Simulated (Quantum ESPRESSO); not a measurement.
# Habitual settings against a tight run: Ta (Im-3m, 1 atom in the cell)

Self-consistent single point.

```
CELL_PARAMETERS angstrom
     -1.66023     1.66023     1.66023
      1.66023    -1.66023     1.66023
      1.66023     1.66023    -1.66023
ATOMIC_POSITIONS crystal
  Ta 0.00000 0.00000 0.00000
```

Method: PBE, PseudoDojo standard norm-conserving (PBE) pseudopotentials (plane waves; Quantum ESPRESSO).

Base settings: ecutwfc = 60 Ry; occupations = smearing; smearing = mp; degauss = 0.0073499 Ry; potentials = {Ta: Ta.upf}; K_POINTS = automatic 18 18 18 0 0 0; conv_thr = 1e-10 Ry; mixing_beta = 0.7.

Tight run (finer mesh or higher cutoff; not a proven limit): ecutwfc: 60 Ry → 84 Ry; conv_thr: 1e-10 Ry → 7.3e-11 Ry; K_POINTS: automatic 18 18 18 0 0 0 → automatic 25 25 25 0 0 0. It gave Fermi level (on the code's own zero) 18.10 eV; pressure -0.15 GPa.

Quick runs, as changes from the base:
- A: the base itself
- B: ecutwfc: 60 Ry → 42 Ry; smearing: mp → fd; degauss: 0.0073499 Ry → 0.019992 Ry; K_POINTS: automatic 18 18 18 0 0 0 → automatic 4 4 4 1 1 1; potentials: PseudoDojo standard norm-conserving (LDA) [LDA (PW92)]
- C: ecutwfc: 60 Ry → 42 Ry; K_POINTS: automatic 18 18 18 0 0 0 → automatic 8 8 8 0 0 0
- D: K_POINTS: automatic 18 18 18 0 0 0 → automatic 4 4 4 0 0 0
- E: ecutwfc: 60 Ry → 48 Ry; degauss: 0.0073499 Ry → 0.0099958 Ry; K_POINTS: automatic 18 18 18 0 0 0 → automatic 2 2 2 0 0 0; potentials: PseudoDojo standard norm-conserving (LDA) [LDA (PW92)]
- F: ecutwfc: 60 Ry → 36 Ry; smearing: mp → gauss; degauss: 0.0073499 Ry → 0.019992 Ry; K_POINTS: automatic 18 18 18 0 0 0 → automatic 1 1 1 1 1 1

Energies are extrapolated to zero smearing width, which holds to low order in the width alone (under cold and Methfessel-Paxton smearing the free energy itself is taken).

Dashes: energy of B, E, another energy zero.

† marks runs with another functional, U, potentials or spin treatment: their distance from the tight run is not a convergence error alone.

The count of work is k-points × plane waves × bands × iterations; it is no time. 

The starting cell comes from a database of computed structures (which also holds hypothetical and non-ambient phases and stackings), without a prior relaxation at this level. Its lattice was rescaled by a random factor within 2.5 % of one. Spin polarisation is off.

```
run  energy less tight (meV/atom)  pressure less tight (GPa)  count of work / tight
---  ----------------------------  -------------------------  ---------------------
A                            -0.9                      -0.18                   0.26
B†                              –                     -19.11                 0.0040
C                            48.7                      -7.02                  0.020
D                           -91.2                      -0.28                 0.0090
E†                              –                     -38.05                 0.0028
F                           605.0                    -101.97                0.00054
```

Among the runs at the tight run's level, the energy misses run from 0.9 to 605.0 meV/atom.
